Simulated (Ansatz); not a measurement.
Abridged Ansatz (a program for electronic structure) output:

```
Relaxation: its limit of steps is 60 (relax.max_steps)
Pseudopotential: Se, paw, valence charge 16
Crystal: 3 atoms, lattice volume = 72.206 Å³
Basis set: ecut = 420 eV, 1409 PW (Γ), exchange–correlation on 54×54×72 points (8 copies of the dense FFT grid, shifted against one another)
Bands: 29, of which v1, the nominal top of the filled ones, is band 24 counted from 1 (23 counted from 0)
Symmetry: 6 space group operations
k-points: 69 of 567 (time reversal used)
Functional: x = pbe(κ = 0.804, μ = 0.2195149727645171), c = pbe(β = 0.06672455060314922)
SCF iter   1: F=—  HF=-16407.207768 eV  |F-HF|=—  |Δ(HF+E_count)|=         —  Δρ=2.64e-2  dr2=2.99e-1  ethr=3.10e-3  ⟨swp⟩=6.5  Hψ=8230  notcnv=0
SCF iter   2: F=—  HF=-16407.167968 eV  |F-HF|=—  |Δ(HF+E_count)|=   3.98e-2  Δρ=1.48e-2  dr2=9.47e-2  ethr=6.24e-4  ⟨swp⟩=2.0  Hψ=2887  notcnv=0  defer=9
SCF 1 converged in 7 iterations: F = -16407.158460 eV  dr2 = 4.99e-8
relax step   1: F+E_penalty+E_count = -16407.15845967 eV  Δ(F+E_penalty+E_count) = +0.000e0 eV  max|allowed force component| = 1.106e-5 eV/Å  Δτ_max = 0.0000 Å  P = +2.999 GPa  Ω = 72.206 Å³  (7 SCF iters, dr2 threshold 1.00e-7 eV, accepted)
[... steps on the carried basis left out ...]
relax step   8: F+E_penalty+E_count = -16407.06375588 eV  Δ(F+E_penalty+E_count) = +3.737e-4 eV  max|allowed force component| = 2.846e-5 eV/Å  Δτ_max = 0.0000 Å  P = +4.999 GPa  Ω = 68.341 Å³  stress off target by 1.41e-3 GPa  SCF on the basis re-selected at this cell (its energy is not comparable with the rows above)  (6 SCF iters)
SCF converged after 6 iterations
Free energy (F): -16407.063756 eV
Internal energy: -16407.063717 eV  (E = F + TS)
E sigma→0 (E₀):  -16407.063736 eV
Entropy (-TS):   -0.000039 eV (-0.013 meV/atom)
Fermi energy:    9.457594 eV
--- Forces (eV/Å), atoms counted from 1 ---
  atom   1  Se     0.00002846    -0.00000000    -0.00000000
  atom   2  Se    -0.00001423     0.00002465     0.00000000
  atom   3  Se    -0.00001423    -0.00002465    -0.00000000
--- Stress (GPa, compression-positive) ---
        4.998587      -0.000000       0.000000
       -0.000000       4.998587       0.000000
        0.000000       0.000000       5.000616
  P = ⅓ Tr σ = 4.9993 GPa (49.993 kbar)
--- Relaxed structure (7 steps of the walk, 6 accepted, 1 SCFs on fresh bases) ---
  cell:  # Å, volume = 68.3412 Å³
    - [3.9159705582254816, -2.804389457109518e-11, -3.313900648349947e-18]
    - [-1.957985279088454, 3.391329983909219, -2.7401360876763837e-29]
    - [-4.218453472436733e-18, -2.4355252478752554e-18, 5.146040757518986]
  atoms:
    - { symbol: Se, position: [0.25909377852729215, 5.474603713812679e-19, 0.8333333333333336] }
    - { symbol: Se, position: [-2.751618819147761e-17, 0.25909377852729215, 0.16666666666666674] }
    - { symbol: Se, position: [0.7409062214727079, 0.740906221472708, 0.5000000000000001] }
```

Problem. What was computed, and what are the main results?

Solution. Se, 3 atoms in the cell, with Ansatz, PBE, PAW, cutoff 420 eV, scalar-relativistic without spin-orbit coupling, earlier PAW set, from a series relaxed to a target (pressure 5 GPa). The last SCF converged to F = -16407.063756 eV, or -5469.0213 eV per atom, at a pressure of 5.00 GPa. The total energy compares only with runs of the same code, potentials and settings.

Load acts through the strain it causes; cell and atoms are relaxed under it. No phonon test of stability was made. Competing high-pressure phases were not computed. The cell was made from Se (space group P3_121, No. 152; made of chains) by this change: pressure 5 GPa. No dispersion term is included, though the crystal is made of layers, chains or molecules, so its spacings can come out too wide.

Keys are those of Ansatz 0.2.
